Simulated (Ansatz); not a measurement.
Start from SiC (space group P6_3mc, No. 186; a = 3.094 Å, c = 10.129 Å).

Now apply this change: every lattice vector is shortened by 1.75 %, atoms relaxed at fixed cell.

Levels (all Ansatz, a first-principles code, PAW): PBE (420 eV, without spin-orbit coupling); r2SCAN (500 eV, no SOC).

The geometry is relaxed with PBE.

- PBE pressure: 12.52 GPa
- PBE band gap: 2.23 eV
- PBE width of the top valence band: 2.50 eV

With r2SCAN at the same geometry, the pressure shrinks by 3.47 GPa (12.52 GPa → 9.05 GPa); the band gap increases by 0.38 eV (2.23 eV → 2.61 eV); the width of the top valence band goes up by 0.104 eV to 2.61 eV.

Single points use the geometry relaxed with PBE. Their cutoffs differ, which shifts pressures a little. The cells carry an imposed strain or load. Whether these cells are dynamically stable was not tested.
